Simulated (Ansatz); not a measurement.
Consider the energy of one form of TiO2 over another. The value is E(A) − E(B), in meV per atom.

A: TiO2 (Pbca), 24 atoms in the cell; spin state with PBE: run without spin, k-point mesh 7×6×4 on the run's own vectors.
```
CELL_PARAMETERS angstrom
     -5.17123     0.00000     0.00000
      0.00000     0.00000    -5.50477
      0.00000    -9.25816     0.00000
ATOMIC_POSITIONS crystal
  Ti 0.86225 0.59173 0.62896
  Ti 0.13775 0.40827 0.37104
  Ti 0.63775 0.09173 0.37104
  Ti 0.36225 0.90827 0.62896
  Ti 0.36225 0.40827 0.87104
  Ti 0.63775 0.59173 0.12896
  Ti 0.13775 0.90827 0.12896
  Ti 0.86225 0.09173 0.87104
  O  0.53600 0.60808 0.72968
  O  0.46400 0.39192 0.27032
  O  0.96400 0.10808 0.27032
  O  0.03600 0.89192 0.72968
  O  0.03600 0.39192 0.77032
  O  0.96400 0.60808 0.22968
  O  0.46400 0.89192 0.22968
  O  0.53600 0.10808 0.77032
  O  0.18301 0.14826 0.98986
  O  0.81699 0.85174 0.01014
  O  0.31699 0.64826 0.01014
  O  0.68301 0.35174 0.98986
  O  0.68301 0.85174 0.51014
  O  0.31699 0.14826 0.48986
  O  0.81699 0.35174 0.48986
  O  0.18301 0.64826 0.51014
```

B: TiO2 (rutile, P4₂/mnm), 6 atoms in the cell; spin state with PBE: run without spin, k-point mesh 12×8×8 on the run's own vectors.
```cif
data_O4Ti2
_chemical_formula_sum 'Ti2 O4'
_space_group_name_H-M_alt 'P42/mnm'
_space_group_IT_number 136
_space_group_name_Hall '-P 4n 2n'
_cell_length_a 4.64356
_cell_length_b 4.64356
_cell_length_c 2.96367
_cell_angle_alpha 90.000
_cell_angle_beta 90.000
_cell_angle_gamma 90.000
loop_
_atom_site_label
_atom_site_type_symbol
_atom_site_symmetry_multiplicity
_atom_site_Wyckoff_symbol
_atom_site_fract_x
_atom_site_fract_y
_atom_site_fract_z
_atom_site_occupancy
Ti1 Ti 2 b 0.00000 0.00000 0.50000 1
O1 O 4 g 0.30512 0.30512 0.50000 1
```

All numbers come from Ansatz (a program for electronic structure), plane waves with PAW, its PAW set soft_1, cutoff 420 eV. The structures are at rest with PBE; other levels are single points on them. HSE06 runs on coarser k-point meshes, mended by the PBE difference between the two meshes. Neutral cells; Fermi-Dirac smearing of at most 0.05 eV in the solids, energies taken to zero width. The lattices are those relaxed with PBE, so at other levels the solids can be strained, which adds to the spread. Larger cells are relaxed from a start prepared with the learned potential CHGNet, on a coarser mesh till forces fall under 0.03 eV/Å, which some starts already meet. A dispersion term (D3(BJ), or D4 for r2SCAN) was computed beside these levels and is taken off wherever the name lacks it. Space groups of crystals are read within 0.01 Å. No zero-point or thermal terms. Cells are local rest points, mostly with their start's symmetry.

Give the value at the level PBE.

-18 meV/atom for A less B, so TiO2 (Pbca) (A) lies lower.

List the value at the remaining levels and say how far they part.


```tsv
Method	value (meV/atom)	less PBE
HSE06	-13	5
```

The levels shown span 5 meV/atom, from PBE (-18) to HSE06 (-13).
